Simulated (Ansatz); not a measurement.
Take NbAs (space group I4_1md, No. 109) as the base.

```xyz
4
Lattice="-1.7290 1.7290 5.8822 1.7290 -1.7290 5.8822 1.7290 1.7290 -5.8822" Properties=species:S:1:pos:R:3 pbc="T T T"
Nb     0.0000     0.0000    11.7539
Nb     0.0000     1.7290     2.9306
As     0.0000     0.0000     4.9044
As     1.7290     0.0000     1.9633
```

Calculations: r2SCAN in Ansatz (plane waves to 500 eV, PAW, spin-orbit coupling left out).

Base values:

```
Quantity                 Result
-------------------  ----------
Lattice parameter a  6.535 bohr
```

One thing is altered: a hydrostatic pressure of 2.1 GPa.

Estimate the effect on the lattice parameter a.

The lattice parameter a decreases by 0.022 bohr (6.535 bohr → 6.513 bohr).

Load acts through the strain it causes; cell and atoms are relaxed under it. Stability against distortions was not tested. All final runs are without spin polarisation.

Ansatz is a quantum-chemistry and plane-wave program.
